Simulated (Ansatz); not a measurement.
## V, pressure series

The reference is V in the bcc (W type) structure (space group Im-3m, No. 229; a = 2.959 Å).

Cell and atoms are relaxed at each pressure.

Computed with PBEsol (Ansatz, a program for electronic structure; PAW; 420 eV plane waves; no SOC).

Notes on the quantities. enthalpy: H = E + PV relative to the base's energy.

| change | volume per atom | enthalpy |
|---|---|---|
| base | 12.95 Å³ | – |
| pressure −2 GPa | 13.09 Å³ | -0.16 eV/atom |
| pressure −1 GPa | 13.02 Å³ | -0.08 eV/atom |
| pressure 0.9 GPa | 12.89 Å³ | +0.07 eV/atom |
| pressure 2.1 GPa | 12.82 Å³ | +0.17 eV/atom |
| pressure 4.5 GPa | 12.67 Å³ | +0.36 eV/atom |
| pressure 9 GPa | 12.41 Å³ | +0.71 eV/atom |
| pressure 15 GPa | 12.11 Å³ | +1.17 eV/atom |
| pressure 22.5 GPa | 11.77 Å³ | +1.73 eV/atom |
| pressure 30 GPa | 11.47 Å³ | +2.27 eV/atom |

Load acts through the strain it causes; cell and atoms are relaxed under it. Whether these cells are dynamically stable was not tested. Competing high-pressure phases were not computed. Starting moments died away, wholly or in part, for the base; another magnetic solution may exist. All final runs are without spin polarisation.
